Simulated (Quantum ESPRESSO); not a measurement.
A self-consistent single point of MnTlCl3 (P1, 5 atoms in the cell) with Quantum ESPRESSO.

Method of the run: PBEsol, SSSP 1.1.2 precision (PBE) pseudopotentials (plane waves; Quantum ESPRESSO).

```
MnTlCl3
1.0
    5.06927     0.00000     0.00000
    0.00000     5.06927     0.00000
    0.00000     0.00000     5.06927
Mn Tl Cl
1 1 3
Cartesian
  2.53545   2.57491   2.57041
 -0.02979  -0.04225  -0.00304
  0.04217   2.59744   2.56506
  2.64055  -0.07571   2.53384
  2.41553   2.54952  -0.06236
```
Moments meant for the start (each program seeds them in its own way; μB, in the order of the atoms Mn Tl Cl Cl Cl): 4.0 0.0 0.0 0.0 0.0.

Reference input (self-consistent single point, DFT, LDA (PZ), plane waves, GBRV 1.5 ultrasoft (LDA) pseudopotentials): ecutwfc = 50 Ry; ecutrho = 400 Ry; occupations = smearing; smearing = fd; degauss = 0.00147 Ry; nspin = 2; potentials = {Mn: mn_lda_v1.5.uspp.F.UPF, Tl: tl_lda_v1.2.uspp.F.UPF, Cl: cl_lda_v1.4.uspp.F.UPF}; K_POINTS = automatic 3 3 3 0 0 0; conv_thr = 1e-09 Ry; mixing_beta = 0.4. This run's input differs from it in these lines:

```diff
@@ -13,4 +13,4 @@
    ntyp = 3
-   ecutwfc = 50
-   ecutrho = 400
+   ecutwfc = 65
+   ecutrho = 520
    occupations = 'smearing'
@@ -20,2 +20,3 @@
    starting_magnetization(1) = 0.267
+   input_dft = 'pbesol'
 /
@@ -26,5 +27,5 @@
 ATOMIC_SPECIES
-Mn    54.9380  mn_lda_v1.5.uspp.F.UPF
-Tl   204.3800  tl_lda_v1.2.uspp.F.UPF
-Cl    35.4500  cl_lda_v1.4.uspp.F.UPF
+Mn    54.9380  mn_pbe_v1.5.uspp.F.UPF
+Tl   204.3800  Tl_pbe_v1.2.uspp.F.UPF
+Cl    35.4500  Cl.pbe-n-rrkjus_psl.1.0.0.UPF
 ATOMIC_POSITIONS crystal
```

Output (repeated stretches shortened):

```
     Self-consistent Calculation

     iteration #  1     ecut=    65.00 Ry     beta= 0.40

---- Real-time Memory Report at c_bands before calling an iterative solver
           607 MiB given to the printing process from OS
           219 MiB allocation reported by mallinfo(arena+hblkhd)
------------------

     Threshold (ethr) on eigenvalues was too large:
     Diagonalizing with lowered threshold

---- Real-time Memory Report at c_bands before calling an iterative solver
           740 MiB given to the printing process from OS
           243 MiB allocation reported by mallinfo(arena+hblkhd)
------------------

   [... lines left out ...]

---- Real-time Memory Report at c_bands before calling an iterative solver
           780 MiB given to the printing process from OS
           288 MiB allocation reported by mallinfo(arena+hblkhd)
------------------

     negative rho (up, down):  2.471E-02 2.492E-02

     Magnetic moment per site  (integrated on atomic sphere of radius R)
     atom   1 (R=0.197)  charge= 12.8707  magn=  4.2965
     atom   2 (R=0.283)  charge= 11.5434  magn=  0.0028
     atom   3 (R=0.197)  charge=  5.2742  magn=  0.0677
     atom   4 (R=0.197)  charge=  5.2773  magn=  0.0697
     atom   5 (R=0.197)  charge=  5.2759  magn=  0.0690
     End of self-consistent calculation

     the Fermi energy is     6.1863 ev

!    total energy              =    -459.16902240 Ry
     estimated scf accuracy    <          9.4E-10 Ry
     smearing contrib. (-TS)   =      -0.00000000 Ry
     internal energy E=F+TS    =    -459.16902240 Ry

     total magnetization       =     5.00 Bohr mag/cell
     absolute magnetization    =     5.00 Bohr mag/cell

     convergence has been achieved in  11 iterations

     negative rho (up, down):  2.471E-02 2.492E-02

     Forces acting on atoms (cartesian axes, Ry/au):

     atom    1 type  1   force =     0.00193928   -0.00736493   -0.00547291
     atom    2 type  2   force =     0.00015551   -0.00111892   -0.00035592
     atom    3 type  3   force =    -0.00695319   -0.00508433   -0.00410921
   [... lines left out ...]
     Total force =     0.026632     Total SCF correction =     0.000057
   [... lines left out ...]

     negative rho (up, down):  2.471E-02 2.492E-02
          total   stress  (Ry/bohr**3)                   (kbar)     P=      -21.48
  -0.00015425  -0.00000155   0.00000487          -22.69       -0.23        0.72
  -0.00000155  -0.00014009  -0.00000461           -0.23      -20.61       -0.68
   0.00000487  -0.00000461  -0.00014367            0.72       -0.68      -21.13

   JOB DONE.
```

The run converged in 11 iterations. Against the reference run the pressure goes from -4.26 to -2.15 GPa, the largest force goes from 0.387 to 0.456 eV/Å, the gap on the mesh goes from 1.380 to 1.706 eV and the size of the net moment stays at 1.00 μB/atom.

The starting cell comes from a database of computed structures (which also holds hypothetical and non-ambient phases and stackings), without a prior relaxation at this level. Its atoms were displaced at random from the sites of space group no. 221. Spin-orbit coupling is off. With one magnetic atom in the cell only a parallel order is possible.

Cost on one core of a shared machine: roughly 4 min.
